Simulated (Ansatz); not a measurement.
## Os: energy against strain

Os (hcp, P6_3/mmc, 14.281 Å³/atom and stress up to 0.01 GPa in the relaxed cell, c along z) under a strain ε along c (axis z), the other axes held. PBE in Ansatz, a plane-wave DFT program (PAW, default set), 420 eV, 24×24×13 Γ-centred mesh, Fermi-Dirac smearing 0.10 eV; ions are relaxed, or left where forces stay under 0.02 eV/Å, within the symmetry of each cell.

Here s stands for strain and y for E less E0.

```csv
strain (%),E less E0 (meV/atom)
-1.50,8.18
-1.00,3.53
-0.50,0.83
0.00,0.00
0.50,0.98
1.00,3.69
1.50,8.08
3.00,?
```

Question: Fit y against s with a parabola, and predict the withheld value at s = 3.00.

Answer: Least squares gives y = 0.000 + 0.0121·s + 3.6129·s². Residuals (row less fit): 0.069, -0.071, -0.067, 0.000, 0.071, 0.065, -0.067; standard error 0.084 (degrees of freedom: 4). Twice the quadratic coefficient over the volume, 2 × 3.6129 meV × 10⁴ × 0.1602 / 14.281 Å³, is the elastic constant C33 = about 810 GPa. At the withheld row, y = 0.000 + 0.0121 × 3.0 + 3.6129 × 3.0² = 32.552 meV/atom. The calculation gives 30.65 meV/atom, 1.902 meV/atom below the prediction (6.2 % of the range of y in the table). The row lies outside the fitted rows, so this is an extrapolation. From the scatter of the fitted rows alone, a prediction at this place has a standard error of 0.320 meV/atom, so the miss is 5.9 times that.

A polynomial of degree 3 through the 12 other runs of the series gives 30.59 there, so most of the miss is curvature that the fit leaves out. In a metal these values are sensitive to mesh and smearing; energies are taken to zero smearing, stresses follow the free energy. Spin-orbit coupling is left out, which can shift these values for the heavy elements here. Rows are the converged runs of the series near zero and its far end; series whose fitted rows scatter by over a few per cent of the range, as at a crossing or softening among them, aren't shown in this form, nor equations of state whose B0' disagrees with the runs' pressures. Most that stay on the fit to the last digits aren't either.
